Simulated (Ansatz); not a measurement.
**Si: pressure series**

Take Si (space group Ia-3, No. 206; a = 6.601 Å) as the base.

Cell and atoms are relaxed at each pressure.

All numbers come from Kohn–Sham DFT with the PBEsol functional, run in Ansatz (a program for electronic structure) with PAW and 420 eV plane waves, no spin-orbit coupling, earlier PAW set.

Notes on the quantities. enthalpy: H = E + PV relative to the base's energy.

| variant | enthalpy | volume per atom |
|---|---|---|
| base | – | 17.98 Å³ |
| pressure −2 GPa | -0.23 eV/atom | 18.40 Å³ |
| pressure −1 GPa | -0.11 eV/atom | 18.18 Å³ |
| pressure 0.3 GPa | +0.03 eV/atom | 17.92 Å³ |
| pressure 0.7 GPa | +0.08 eV/atom | 17.85 Å³ |
| pressure 1.5 GPa | +0.17 eV/atom | 17.70 Å³ |
| pressure 3 GPa | +0.33 eV/atom | 17.43 Å³ |
| pressure 5 GPa | +0.55 eV/atom | 17.11 Å³ |
| pressure 7.5 GPa | +0.81 eV/atom | 16.75 Å³ |
| pressure 10 GPa | +1.07 eV/atom | 16.41 Å³ |

Load acts through the strain it causes; cell and atoms are relaxed under it. Whether these cells are dynamically stable was not tested. No other phases were tried under pressure. This is not the structure that Si has at room temperature and ambient pressure.
